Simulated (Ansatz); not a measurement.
## How far PBE and r2SCAN part for Se, uniaxial stress, 0.5 GPa tension along z

Take Se (space group P3_121, No. 152; a = 4.5345 Å, c = 5.0415 Å; made of chains) as the base. Axes: x lies along a and z along c of the hexagonal cell.

(Cell as relaxed with PBE.)

Levels (all Ansatz, an electronic-structure program, PAW): PBE (420 eV, no spin-orbit coupling); r2SCAN (500 eV, no SOC).

Each level relaxes its own structure.

```
base                      PBE    r2SCAN
-------------------  --------  --------
volume per atom      29.92 Å³  29.25 Å³
lattice parameter a   4.535 Å   4.506 Å
band gap              1.04 eV   1.33 eV
```

Perturbation: uniaxial stress, 0.5 GPa tension along z; all other stress components relax to zero.

```csv
quantity,PBE,r2SCAN
shortest interatomic distance,2.406 Å,(withheld)
electron mass,"0.15 mₑ along z, 0.33 mₑ across (at H)",(withheld)
shift of the gap caused by the change,-0.11 eV,(withheld)
```

Question: Given the PBE results, estimate those of r2SCAN.

Answer: 
- shortest interatomic distance, r2SCAN: 2.378 Å
- electron mass, r2SCAN: 0.16 mₑ along z, 0.40 mₑ across (at H)
- shift of the gap caused by the change, r2SCAN: -0.10 eV

PBE's shortest interatomic distance lies 0.0272 Å above r2SCAN's (1.1 %). Neither level is exact; r2SCAN is the comparison here, not a measurement.

Load acts through the strain it causes; cell and atoms are relaxed under it. Effective masses come from finite differences of ±0.01 Å⁻¹. Beyond what the load breaks, stability against distortions was not tested. No dispersion term is included, though the crystal is made of layers, chains or molecules, so its spacings can come out too wide.
